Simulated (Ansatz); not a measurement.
Re (P6_3/mmc), PBEsol, DFPT electron-phonon coupling, linearised Boltzmann equation (Ansatz, a quantum-chemistry and plane-wave program): phonon-limited resistivity 14.0 μΩ·cm at 300 K along x (a = (2.75, 0.00, 0.00) Å; b = (-1.37, 2.38, 0.00) Å; c = (0.00, 0.00, 4.45) Å), 19.2 μΩ·cm at 400 K, current-weighted mean free path 5.5 nm, Drude plasma energy 7.14 eV.

Task: What is the classical skin depth at 1 GHz (nonmagnetic, μ₀ = 1.257×10⁻⁶ H/m)?

Result: δ = √(ρ/(π f μ₀)) = 5960 nm.

Task: Estimate the electronic thermal conductivity at 300 K by the Wiedemann-Franz law (L₀ = 2.44×10⁻⁸ W·Ω/K²).

Result: L₀T/ρ = 2.44×10⁻⁸ × 300/(14.0×10⁻⁸) = 52.3 W/(m·K). Inelastic scattering puts the true Lorenz number somewhat under L₀ near and below the Debye temperature.

Task: What temperature coefficient of resistance follows, and how does it compare with 1/T?

Result: (ρ₄₀₀ − ρ₃₀₀)/(100 K × ρ₃₀₀) = 3.71×10⁻³ K⁻¹, against 1/T = 3.33×10⁻³ K⁻¹ for a resistivity proportional to T. It lies higher because phonons are still being populated at 300 K; impurities would add a constant and lower it.

A metal at this level (no band gap). Only scattering by harmonic phonons is included (no impurities, grain boundaries, electron-electron scattering or thermal expansion). Spin-orbit coupling is left out, which matters with elements this heavy. Halving the electron mesh (36x36x20) moves the resistivity by up to 4 % at 300 K, the mean free path by up to 5 %. Smearing 0.20 eV; phonons on a 6x6x3 q mesh, which this run doesn't test.
